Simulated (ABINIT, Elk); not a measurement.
An ABINIT input for a self-consistent single point of BN (F-43m, 2 atoms in the cell) (DFT, PBE, plane waves, norm-conserving pseudopotentials (PseudoDojo nc-sr-05 PBE standard)):

```
# BN, PseudoDojo nc-sr-05 PBE standard
pp_dirpath "./"
pseudos "B.upf, N.upf"
acell 4.8305009387 4.8305009387 4.8305009387
rprim
         0.0000000000    0.7071067812    0.7071067812
         0.7071067812    0.0000000000    0.7071067812
         0.7071067812    0.7071067812    0.0000000000
natom 2
ntypat 2
znucl 5 7
typat 1 2
xred
         0.0000000000    0.0000000000    0.0000000000
         0.2500000000    0.2500000000    0.2500000000
ecut 42 Ha
occopt 3
tsmear 0.01 eV
nband 9
kptopt 1
ngkpt 11 11 11
nshiftk 1
shiftk 0 0 0
nstep 100
tolvrs 1.0e-12
prtwf 0
prtden 0
enunit 2
```

Task: Give the Elk input for the same structure, mesh, smearing and functional.

Result: One input that does it (others would too):

```
tasks
  0

xctype
  20

tforce
  .true.

rgkmax
  8.0

gmaxvr
  18.0

lmaxapw
  10

lmaxo
  8

nxlo
  2

lorbcnd
  .true.

lradstp
  2

nrmtscf
  2.0

lmaxi
  4

swidth
  0.000367493

maxscl
  100

scale
  4.830500939

avec
    0.0000000000    0.7071067812    0.7071067812
    0.7071067812    0.0000000000    0.7071067812
    0.7071067812    0.7071067812    0.0000000000

sppath
  './'

atoms
  2
  'B.in'
  1
  0.0000000000  0.0000000000  0.0000000000    0.0 0.0 0.0
  'N.in'
  1
  0.2500000000  0.2500000000  0.2500000000    0.0 0.0 0.0

ngridk
  11 11 11
```

Basis settings and potentials, where a program has them, do not carry over. This input uses DFT, PBE, all-electron FP-LAPW, Elk's shipped species files, APW+lo basis with extra local orbitals. Both were run: gap on the mesh 4.637 eV in ABINIT and 4.574 in Elk.

On Elk: the starting cell has typed, rounded lattice constants, without a prior relaxation at this level. Values depend on the basis (sphere radii, cutoffs, local orbitals), which need not be converged.

On ABINIT: the starting cell has typed, rounded lattice constants, without a prior relaxation at this level.
